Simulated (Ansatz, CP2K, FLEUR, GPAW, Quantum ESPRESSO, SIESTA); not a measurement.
# InCuSeS (I2_12_12_1, 8 atoms in the cell) computed with different codes at matched settings

Self-consistent single point.

```
CELL_PARAMETERS angstrom
     -2.91966     2.93274     5.87487
      2.91966    -2.93274     5.87487
      2.91966     2.93274    -5.87487
ATOMIC_POSITIONS crystal
  In 0.38021 0.13021 0.25000
  In 0.11979 0.36979 0.75000
  Cu 0.88553 0.63553 0.25000
  Cu 0.61447 0.86447 0.75000
  Se 0.53383 0.25000 0.78383
  Se 0.96617 0.75000 0.71617
  S  0.25000 0.52910 0.27910
  S  0.75000 0.97090 0.22090
```

All programs got the same cell, k-point mesh and kind of occupations (in Ansatz's words: kpoints.mp_grid.grid = 3 3 3; scf.occupations.method = gaussian; scf.occupations.width = 0.01 Ry); potentials, basis and cutoffs are each program's usual ones.

```json
[
 {"code": "GPAW", "model": "LDA (Perdew-Wang 92), GPAW PAW datasets LDA (gpaw-data 1.0.1)", "pressure (GPa)": "-7.98", "largest force (eV/Å)": "0.092", "k-points": "8", "cutoff": "850 eV"},
 {"code": "Quantum ESPRESSO", "model": "LDA (PW92), PseudoDojo standard norm-conserving (LDA) pseudopotentials", "pressure (GPa)": "-7.98", "largest force (eV/Å)": "0.088", "k-points": "8", "cutoff": "95 Ry"},
 {"code": "CP2K", "model": "LDA (Pade form), GPW, DZVP-MOLOPT-SR-GTH basis, GTH-PADE potentials (GTH_POTENTIALS)", "pressure (GPa)": "-7.35", "largest force (eV/Å)": "0.082", "k-points": "14", "cutoff": "grid 600 Ry"},
 {"code": "SIESTA", "model": "LDA PW92, numerical atomic orbitals DZP, PseudoDojo LDA standard norm-conserving potentials (rewritten from UPF to PSML)", "pressure (GPa)": "-6.94", "largest force (eV/Å)": "0.149", "k-points": "14", "cutoff": "grid 300 Ry"},
 {"code": "FLEUR", "model": "LDA (Vosko-Wilk-Nusair), all-electron FLAPW (FLEUR), scalar-relativistic valence", "pressure (GPa)": "–", "largest force (eV/Å)": "0.096", "k-points": "8", "cutoff": "Kmax 4.3 1/bohr"},
 {"code": "Ansatz", "model": "LDA (PW92), PAW files made with PBE", "pressure (GPa)": "-7.95", "largest force (eV/Å)": "0.090", "k-points": "8", "cutoff": "30.9 Ry"}
]
```

Size of the force on each atom (eV/Å): Sizes of forces hide their directions.

```csv
code,In1,In2,Cu3,Cu4,Se5,Se6,S7,S8
GPAW,0.092,0.092,0.075,0.075,0.088,0.088,0.081,0.081
Quantum ESPRESSO,0.088,0.088,0.083,0.083,0.029,0.029,0.002,0.002
CP2K,0.082,0.082,0.078,0.078,0.049,0.049,0.038,0.038
SIESTA,0.129,0.128,0.149,0.148,0.068,0.068,0.034,0.033
FLEUR,0.082,0.082,0.096,0.096,0.044,0.044,0.022,0.022
Ansatz,0.090,0.090,0.086,0.086,0.038,0.038,0.016,0.016
```

A dash marks a value that a program does not give, or that is left out as unsure.

No clean gap comes from GPAW, Quantum ESPRESSO, CP2K, SIESTA and Ansatz (an electronic-structure program): levels at the Fermi energy touch, overlap or are partly filled at this smearing.

The spread over the programs that give each value: pressure within 1.04 GPa; largest force within 0.067 eV/Å.

The starting cell comes from a database of computed structures (which also holds hypothetical and non-ambient phases and stackings), without a prior relaxation at this level. Its lattice was rescaled by a random factor within 2.5 % of one. On Ansatz's run: Spin polarisation is off. In the base run, with a pressure of about -8 GPa the cell is away from its equilibrium volume at this level. The run gives no clean gap (levels at the Fermi energy touch, overlap or are partly filled at this smearing), which alone does not show that the compound is a metal. Without a gap this mesh is coarse (it stands for a supercell whose shortest vector is 18 Å).

Q: Why do the programs differ, and what cannot be compared?

A: Differences of this kind can come from the potentials, where these differ, and from what each basis and cutoff leave unconverged. The valence holds different numbers of electrons (GPAW 72, Quantum ESPRESSO 108, CP2K 72, SIESTA 108, FLEUR 92, Ansatz 108). The zero of total energies and Fermi levels follows the potentials and each program's conventions, so they are not compared here. CP2K and SIESTA use small atom-centred bases, whose incompleteness enters pressures, forces and empty levels differently from a plane-wave cutoff. FLEUR treats all electrons, but the usual bases taken here (sphere radii, linearisation, local orbitals, empty states) were not tested for convergence, so the values are no reference for the others. Ansatz's pressure is given at a fixed set of plane waves, as the other plane-wave codes print theirs; with its correction for the finite basis it is -7.92 GPa. Ansatz's smearing width was typed in Ry to four decimals, so it matches the others to a few per cent. The programs reduce the same mesh by symmetry to different extents, which changes the work and not the result. In the pressure, SIESTA (by 1.04) lies more than 1 GPa from the median of the plane-wave programs. In the force vectors, SIESTA (by 0.219) lies more than 0.08 eV/Å from the median of the plane-wave programs.

The shared mesh is coarse (it stands for a supercell whose shortest vector is 18 Å), so the values are not converged in it.

Left out of this page: ABINIT (with a known weakness of the program); Elk (not drawn, or without a comparable value).

Keys are those of Ansatz 0.2.
